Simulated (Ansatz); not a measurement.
Surface dipole against coverage: Cs on fcc Pt (111)

One Cs atom in each cell of a four-layer slab of fcc Pt (111), started at a threefold hollow (fcc) site; the adatom and the upper two layers relax, with a dipole correction. Δφ is the change of the top face's work function against the clean slab's 5.68 eV. By the Helmholtz relation an adatom's dipole is μ = |Δφ|/(0.377 eV × n) in debye, for n adatoms per nm². In Topping's model neighbouring dipoles depolarise each other, so that 1/μ = (1 + 9α·n^(3/2))/μ0 is a line in x = n^(3/2). Computed with PBE (plane waves to 420 eV, PAW; Ansatz, an electronic-structure program). All cells sample the k points of the 1×1 cell's 12×12×1 mesh, with Fermi-Dirac smearing of 0.1 eV (energies taken to zero smearing), without spin polarisation or spin-orbit coupling.

| cell | x (nm⁻³) | 1/μ (1/D) | n (nm⁻²) | Δφ (eV) |
|---|---|---|---|---|
| 4×3 | 1.35 | 0.170 | 1.22 | -2.70 |
| 3×3 | 2.08 | 0.186 | 1.63 | -3.30 |
| 4×2 | 2.48 | 0.201 | 1.83 | -3.43 |
| 3×2 | 3.81 | 0.228 | 2.44 | -4.04 |
| 2×2 | 7.00 | ? | 3.66 | ? |

Q: Using a straight line, estimate the missing 1/μ at x = 7.00 from the other rows, showing the fit.

A: With u = x - 2.4, the rows have u = -1.0500, -0.3200, 0.0800, 1.4100. Means: u 0.030000, 1/μ 0.1962. About the means, the sum of products is 0.075990 and the sum of squares of u is 3.1958; the slope is their ratio. Least squares gives 1/μ = 0.1955 + 0.02378·u. Residuals (row less fit): -0.0005, -0.0019, 0.0036, -0.0010; standard error 0.0030 (degrees of freedom: 2). At x = 0 the line gives 1/μ0 = 0.138, so a lone adatom carries about 7.2 D, its positive end outward; slope over intercept is 9α, which puts α at roughly 19 Å³, a figure that hangs on Δφ's last digit. At the withheld row, u = 4.6000, so 1/μ = 0.1955 + 0.02378 × 4.6000 = 0.3049 1/D. The calculation gives 0.324 1/D, 0.0191 1/D above the prediction (12.4 % of the range of 1/μ in the table). The row lies outside the fitted rows, so this is an extrapolation.

The model takes a square or triangular net of point dipoles; the 4×2, 3×2 and 4×3 nets are stretched, and dense layers bond among themselves. Only series are tabulated where Δφ keeps its sign and exceeds 0.12 eV, and the fitted rows scatter about the line by under a tenth of the table's range (standard error).

As a change of work function, the prediction is 0.377 × 3.66/0.305 = 4.52 eV in size, against 4.25 eV from the run.

Each row is one calculation, so residuals can be the form's limits or numerical noise.
